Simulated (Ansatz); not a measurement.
The reference is Rh in the fcc (Cu type) structure (space group Fm-3m, No. 225; a = 3.7551 Å; relaxed with 0.1 eV smearing).

Structures relaxed with LDA (Ansatz, a quantum-chemistry and plane-wave program; PAW; 420 eV plane waves; no SOC).

Base:

Simulated powder pattern, Cu Kα, λ = 1.54184 Å (kinematic, ideal powder, no thermal factors, no anomalous dispersion; the 10 strongest lines at most, above 2 %, up to 2θ = 90°):

| 2θ (°) | I/Imax (%) | hkl |
|---|---|---|
| 41.66 | 100 | (111) |
| 48.48 | 47 | (200) |
| 71.00 | 29 | (220) |
| 85.83 | 35 | (311) |

After one change:

Simulated powder pattern, Cu Kα, λ = 1.54184 Å (kinematic, ideal powder, no thermal factors, no anomalous dispersion; the 10 strongest lines at most, above 2 %, up to 2θ = 90°):

| 2θ (°) | I/Imax (%) |
|---|---|
| 40.39 | 100 |
| 46.99 | 48 |
| 68.63 | 29 |
| 82.76 | 35 |
| 87.33 | 10 |

Task: Which change produced these results?
A. isotropic strain +3.00 %
B. isotropic strain +2.00 %
C. isotropic strain −1.00 %
D. isotropic strain +1.50 %

Result: A, isotropic strain +3.00 %. Its volume per atom is 14.47 Å³ against 13.24 Å³, and its space group is Fm-3m (No. 225).

No phonon test of stability was made. All final runs are without spin polarisation. Rh lies near a magnetic instability that expansion can trigger; it was not tested.
